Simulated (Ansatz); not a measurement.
## Phonons of BN (zinc blende, F-43m) at temperature

Method: the stochastic self-consistent harmonic approximation in a 3×3×3 supercell, Ansatz (an electronic-structure program), LDA functional, plane-wave PAW. The cell is fixed at its relaxed static size. Melting and transitions to other phases are not modelled. An odd repeat of the supercell leaves out some zone-boundary points, where instabilities often lie. Frequencies in cm⁻¹ at q = (0.00, 0.00, 0.00) (fractions of the primitive reciprocal vectors), each column in ascending order, rows equal in every column written once; i marks an imaginary mode. The auxiliary (Gaussian) frequencies are positive by construction; the free-energy Hessian decides stability. At Γ the LO-TO splitting is left out.

```tsv
harmonic	Gaussian 300 K	Hessian 300 K	Gaussian 600 K	Hessian 600 K
1068	1068	1057	1068	1051
```

The pressure at 300 K in this cell is 4.77 ± 0.03 GPa and the pressure at 600 K in this cell is 5.77 ± 0.02 GPa. The pressure near 300 K by path-integral sampling of the fitted surface comes out as 4.77 GPa and the pressure near 600 K by path-integral sampling of the fitted surface is 5.80 GPa. The static pressure is -0.02 GPa.

Over all wave vectors of the supercell the softest harmonic mode is 428 cm⁻¹ at q = (0.00, 0.00, 0.33); the softest of the Hessian is 423 cm⁻¹ at q = (0.00, 0.00, 0.33) at 300 K (error under 1; the run's verdict: stable), 423 cm⁻¹ at q = (0.00, 0.00, 0.33) at 600 K (error under 1; the run's verdict: stable).
